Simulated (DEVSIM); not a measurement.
# illuminated GaAs p-on-n cell, one wavelength

System: illuminated GaAs p-on-n cell, one wavelength, at 300 K.

```tsv
layer (left to right)	material	thickness (μm)	Nd (cm⁻³)	Na (cm⁻³)	τn (s)	τp (s)	absorption coefficient (cm⁻¹)
1	GaAs	0.0760	-	1.1e18	4.5e-11	6.1e-10	5000
2	GaAs	3.80	1e15	-	1.8e-9	1.8e-9	5000
```

Left contact: ohmic, minority electron recombination velocity 2e5 cm/s. Right contact: ohmic, minority hole recombination velocity 10000 cm/s. Voltage is applied to the left contact. Recombination: SRH at mid-gap, radiative, Auger. Light enters at the left, 2.4e17 photons cm⁻² s⁻¹, one pass, no reflection. Mobility is constant in doping.

Constants are typed, rounded textbook-type inputs, not results; the design itself was drawn at random and stands for no fabricated device. Values at 300 K.

```
parameter        GaAs
-------------  ------
gap (eV)        1.424
affinity (eV)    4.07
permittivity     12.9
Nc (cm⁻³)      4.7e17
Nv (cm⁻³)        9e18
μn (cm²/Vs)      8500
μp (cm²/Vs)       400
B (cm³/s)       2e-10
Cn (cm⁶/s)      1e-30
Cp (cm⁶/s)      1e-30
```

DEVSIM, 1D drift-diffusion, Boltzmann statistics, complete ionisation; no tunnelling, impact ionisation, image-force lowering or self-heating.

```json
{
 "potential_step_across_the_device_at_zero_bias": "1.211 V",
 "largest_field_in_the_device_at_zero_bias": "56000 V/cm",
 "Dark forward voltage at 1 A/cm²": "0.959 V",
 "Dark forward voltage at 100 A/cm²": "1.144 V",
 "short_circuit_current": "26.4 mA/cm²",
 "open_circuit_voltage": "0.828 V",
 "fill_factor": "0.70",
 "largest_power": "15.4 mW/cm²",
 "share_of_generated_pairs_collected_at_short_circuit": "0.803"
}
```

Small-signal capacitance in reverse bias (quasi-static):

```json
[
 {"V (V)": "-0.04", "C (nF/cm²)": "9.02"},
 {"V (V)": "-0.1", "C (nF/cm²)": "8.78"},
 {"V (V)": "-0.2", "C (nF/cm²)": "8.43"},
 {"V (V)": "-0.3", "C (nF/cm²)": "8.11"},
 {"V (V)": "-0.4", "C (nF/cm²)": "7.83"},
 {"V (V)": "-0.6", "C (nF/cm²)": "7.35"},
 {"V (V)": "-0.8", "C (nF/cm²)": "6.94"},
 {"V (V)": "-1", "C (nF/cm²)": "6.60"},
 {"V (V)": "-1.3", "C (nF/cm²)": "6.17"},
 {"V (V)": "-1.6", "C (nF/cm²)": "5.81"},
 {"V (V)": "-2", "C (nF/cm²)": "5.42"}
]
```

Dark reverse current:

```
V (V)  J (A/cm²)
-----  ---------
-0.04   -5.4e-10
-0.10    -1.1e-9
-0.20    -1.9e-9
-0.30    -2.5e-9
-0.40    -3.2e-9
-0.60    -4.4e-9
-0.80    -5.5e-9
-1.00    -6.5e-9
-1.30    -7.9e-9
-1.60    -9.2e-9
-2.00    -1.1e-8
```
